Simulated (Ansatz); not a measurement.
Consider this model of amorphous Ga24O41Ta2.

```xyz
67
Lattice="8.5799 0.0525 -0.0818 0.0525 9.9804 0.2384 -0.0818 0.2384 9.8054" Properties=species:S:1:pos:R:3 pbc="T T T"
Ga     3.7383     3.8254     3.8072
Ga     6.9556     2.8763     4.9973
Ga     3.9691     2.1828     6.3309
Ga     4.6717     5.3739     0.8591
Ga     6.1912     5.8146     3.4380
Ga     5.8588     3.3557     8.5446
Ga     3.0713     6.3015     5.0968
Ga     6.1568     8.3193     7.9511
Ga     5.3132     8.7387     4.9575
Ga     2.7868     8.8549     6.7934
Ga     7.5150     7.4029     1.1063
Ga     7.2240     0.1521     3.1692
Ga     0.3963     5.3952     3.8016
Ga     3.4759     0.7566     9.1452
Ga     6.6949     0.2541    -0.0388
Ga     4.5823     8.6067     1.9591
Ga    -0.0066     3.4165     7.9729
Ga     8.0770     8.0129     5.5224
Ga     7.1375     3.1168     1.6890
Ga     1.8150     8.5202     3.5203
Ga     1.4923     1.3535     4.5462
Ga     7.9941     6.1751     8.5050
Ga    -0.0195     0.5937     7.0629
Ga     2.0847     7.9370     9.9312
O      3.1401     6.4614     9.6152
O      2.0700     4.9053     4.3335
O      2.7394     1.2094     0.8120
O      7.9226     6.1612     2.3650
O      2.5768     9.2743     8.6974
O      5.2605     9.6648     3.3051
O      7.3683     7.1844     7.0444
O      7.0685     1.9882     3.1974
O      0.8199     7.2009     4.4547
O      7.4753     4.6006     4.4185
O      7.0737     9.6692     5.2584
O      0.0676     1.9145     5.6003
O      6.8671     3.1260     6.9626
O      0.7954    10.0313     3.6391
O      0.8097     5.1162     7.5709
O      5.2478     6.8830     1.9531
O      0.8711     9.0399     6.5630
O      4.6311     4.6840     8.9444
O      2.8866     6.7369     6.9146
O      5.9038     4.4178     2.0122
O      7.5240     9.2515     1.6237
O      3.2881     8.2049     4.7130
O      2.6738     8.2836     1.8693
O      2.8028     0.8063     5.8300
O      4.5494     1.8252     8.0580
O      0.6477     1.7554     8.3296
O      4.5655     5.4147     4.4057
O      6.3720     7.1511     9.4144
O      5.0163     9.4443     0.3284
O      6.4888     2.0425     0.2654
O      7.4745     4.4640     9.1380
O      0.3587     7.3444     9.7912
O      3.3928     4.2567     1.9155
O      2.5219     2.3835     3.3963
O      0.3826     3.3142     1.8367
O      4.7757     8.8031     6.7978
O      2.0380     3.9105     9.4595
O      7.1656     9.8912     8.3156
O      3.2054     3.8697     6.7611
O      4.9906     2.6926     4.8671
O      6.4955     7.3505     4.4965
Ta     2.1321     2.8913     1.3811
Ta     2.7770     5.1060     8.0851
```

All values below come from PBE, scalar-relativistic without spin-orbit coupling (plane waves to 420 eV, PAW; Ansatz, a quantum-chemistry and plane-wave program).

It comes from a melt-quench run on a machine-learned potential (CHGNet), relaxed afterwards by DFT. O atoms were pushed apart under 1.9 Å during the dynamics, to hinder bonds among them. The hot cell started wider than the set density and was brought back towards it in steps. It is the lowest in DFT energy of 2 quenches. It is a model cell: composition and starting density were chosen by hand, and all elements were melted together. No dispersion term was used. Its density started from a set value of 5.33 and ended at 5.33 g/cm³. The quench (nominally 330 K/ps over its main leg) was far faster than any real one, so the model tends to hold more defects than a real film. Values belong to this one cell and scatter from quench to quench. The volume was held where the preparation left it and the shape relaxed, at a PBE pressure of 0.5 GPa. Stress components on the final sampling reach 0.6 GPa.

Cut-offs for bonds: Ga-Ga 2.68 Å, Ga-O 2.30 Å, Ga-Ta 2.90 Å, O-O 1.58 Å, O-Ta 2.60 Å, Ta-Ta 3.12 Å. Two cations that share two anions don't count as bonded, nor two that share one unless they lie closer than Ga-Ga 2.61 Å, Ga-Ta 2.82 Å, Ta-Ta 3.04 Å.

### Question
Give the coordination numbers, mean bond lengths and angles.

### Answer

The mean coordination of Ga by anions is 4.50 (14 with 4, 8 with 5, 2 with 6) and the mean coordination of O is 2.90 (5 with 2, 35 with 3, 1 with 4). The mean coordination of Ta by anions comes out as 5.50 (1 with 5, 1 with 6). The mean Ga-O bond comes out as 1.930 Å (spread 0.079 Å, 108 counted), the mean O-Ta bond comes out as 1.974 Å (spread 0.091 Å, 11 counted) and the bond angle at Ga is mean 107.6°, spread 23.0°. The bond angle at O is mean 117.0°, spread 15.7°. The bond angle at Ta comes out as mean 105.2°, spread 27.6°.

### Question
List the pairs of like atoms that count as bonded by the rules above.

### Answer
There are none by these rules.
